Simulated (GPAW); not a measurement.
**Short convergence ladders for V (Im-3m, 1 atom in the cell)**

```
V
1.0
   -1.50743     1.50743     1.50743
    1.50743    -1.50743     1.50743
    1.50743     1.50743    -1.50743
V
1
Direct
  0.00000   0.00000   0.00000
```

Base method: PBE, GPAW PAW datasets PBE (gpaw-data 1.0.1) (plane waves; GPAW).

Base settings: mode = pw; ecut = 800 eV; xc = PBE; kpts = 11 11 11; mesh shift (steps) = 0 0 0; occupations.name = methfessel-paxton; occupations.width = 0.1 eV; occupations.order = 0; nbands = -5; symmetry.symmorphic = false.

The count of work is k-points × plane waves × bands × iterations; it is no time. Core times come from one kind of shared machine, to one figure; runs under 30 s give none.

**Shifted k-point meshes**

In this ladder: kpts_shift = 0.5 0.5 0.5.

Only quantities that move along the ladder and can be compared are tabulated.

```tsv
kpts	free energy less the last step's (meV/atom)	pressure (GPa)	count of work / last
3 3 3	118.78	4.90	0.0070
5 5 5	33.43	-2.82	0.015
7 7 7	-3.27	-1.97	0.040
9 9 9	7.81	-2.06	0.051
11 11 11	-2.74	-1.88	0.069
13 13 13	-0.20	-2.19	0.14
16 16 16	-1.25	-2.14	0.25
27 27 27	0.00	-2.05	1.0
```

Coarsest kpts that holds the free energy within 5 meV/atom of the last step, with all finer ones: 11 11 11, at 0.069 of the last step's count of work; the step before is off by 7.8 meV/atom.

Coarsest kpts that holds the pressure within 0.5 GPa of the last step, with all finer ones: 7 7 7, at 0.040 of the last step's count of work; the step before is off by 0.77 GPa.

**The width of Fermi-Dirac smearing**

In this ladder: kpts = 18 18 18; occupations.name = fermi-dirac; occupations.order = default.

Narrow widths need finer meshes than wide ones, so the last steps can hold mesh noise.

Only quantities that move along the ladder and can be compared are tabulated; pressure and forces are left out, as mesh noise rules them at narrow widths.

| occupations.width | free energy less the last step's (meV/atom) | energy extrapolated to zero width less the last step's (meV/atom) |
|---|---|---|
| 1 eV | -2239.18 | -134.74 |
| 0.5 eV | -590.54 | -35.05 |
| 0.3 eV | -225.88 | -21.19 |
| 0.2 eV | -103.71 | -8.54 |
| 0.1 eV | -22.31 | -0.69 |
| 0.05 eV | 0.00 | 0.00 |

Widest occupations.width that holds the free energy within 5 meV/atom: not settled: the last two steps still differ by 22 meV/atom, over half the tolerance, so the ladder does not show it.

Widest occupations.width that holds the energy extrapolated to zero width within 2 meV/atom of the last step, with all finer ones: 0.1 eV; the step before is off by 8.5 meV/atom.

The extrapolation to zero width removes most of the smearing's effect on the energy.

**The mesh under tetrahedron occupations**

In this ladder: occupations.name = improved-tetrahedron-method; occupations.width = default; occupations.order = default.

Only quantities that move along the ladder and can be compared are tabulated.

| kpts | free energy less the last step's (meV/atom) | pressure (GPa) | count of work / last | core time / last (rough) |
|---|---|---|---|---|
| 6 6 6 | -15.71 | -1.67 | 0.019 | – |
| 8 8 8 | -10.73 | -2.56 | 0.030 | – |
| 10 10 10 | -6.41 | -2.00 | 0.041 | – |
| 12 12 12 | -0.04 | -2.09 | 0.084 | – |
| 15 15 15 | -0.55 | -2.08 | 0.13 | 0.1 |
| 18 18 18 | -0.16 | -2.05 | 0.31 | 0.2 |
| 23 23 23 | -0.04 | -2.06 | 0.54 | 0.3 |
| 29 29 29 | 0.00 | -1.96 | 1.0 | 1 |

Coarsest kpts that holds the pressure within 0.5 GPa of the last step, with all finer ones: 10 10 10, at 0.041 of the last step's count of work; the step before is off by 0.59 GPa.

Coarsest kpts that holds the free energy within 5 meV/atom of the last step, with all finer ones: 12 12 12, at 0.084 of the last step's count of work; the step before is off by 6.4 meV/atom.

On the base run: the starting cell has typed, rounded lattice constants, without a prior relaxation at this level. Its lattice was rescaled by up to half a per cent. Spin polarisation is off.

Left out of this page: 2 runs of the series outside the window shown, repeating another row's setting, or not comparable.
